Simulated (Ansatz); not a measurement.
Data:

End structure of the 1x1 (110) surface of bcc Mo:

```
CELL_PARAMETERS angstrom
      8.21205     0.00000     0.00000
     -2.73735     7.74239     0.00000
      0.00000     0.00000    26.00000
ATOMIC_POSITIONS crystal
  Mo 0.16667 0.16667 0.37429
  Mo 0.16667 0.50000 0.37429
  Mo 0.16667 0.83333 0.37429
  Mo 0.50000 0.16667 0.37429
  Mo 0.50000 0.50000 0.37429
  Mo 0.50000 0.83333 0.37429
  Mo 0.83333 0.16667 0.37429
  Mo 0.83333 0.50000 0.37429
  Mo 0.83333 0.83333 0.37429
  Mo 0.00000 0.00000 0.45665
  Mo 0.00000 0.33333 0.45665
  Mo 0.00000 0.66667 0.45665
  Mo 0.33333 0.00000 0.45665
  Mo 0.33333 0.33333 0.45665
  Mo 0.33333 0.66667 0.45665
  Mo 0.66667 0.00000 0.45665
  Mo 0.66667 0.33333 0.45665
  Mo 0.66667 0.66667 0.45665
  Mo 0.16667 0.16667 0.54335
  Mo 0.16667 0.50000 0.54335
  Mo 0.16667 0.83333 0.54335
  Mo 0.50000 0.16667 0.54335
  Mo 0.50000 0.50000 0.54335
  Mo 0.50000 0.83333 0.54335
  Mo 0.83333 0.16667 0.54335
  Mo 0.83333 0.50000 0.54335
  Mo 0.83333 0.83333 0.54335
  Mo 0.00000 0.00000 0.62571
  Mo 0.00000 0.33333 0.62571
  Mo 0.00000 0.66667 0.62571
  Mo 0.33333 0.00000 0.62571
  Mo 0.33333 0.33333 0.62571
  Mo 0.33333 0.66667 0.62571
  Mo 0.66667 0.00000 0.62571
  Mo 0.66667 0.33333 0.62571
  Mo 0.66667 0.66667 0.62571
```

Slab: 36 atoms, 6.5 Å thick at the start (thin: gaps and levels are the slab's own); k 4x4x1, smearing 0.1 eV, dipole-corrected; 18 atoms held, the rest relaxed; symmetry of the start imposed; no spin, no spin-orbit, no U.

### Question
Give the work function of the top face at the level PBE (Ansatz, a program for electronic structure).

### Answer
4.59 eV
